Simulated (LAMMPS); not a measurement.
Molecular dynamics of Si (diamond structure), a cell 115 Å long along the (110) normal (4800 atoms) with 67 % of it melted and the whole then held at 1350 K and zero normal pressure.

All values are model results, not measurements: classical MD, pair style edip, file Si.edip (LAMMPS).

**Question.** Estimate the interface speed (growth positive), the direction for this model.

**Answer.** interface speed (growth positive): 3.88 ± 0.08 m/s; direction: the crystal grows.
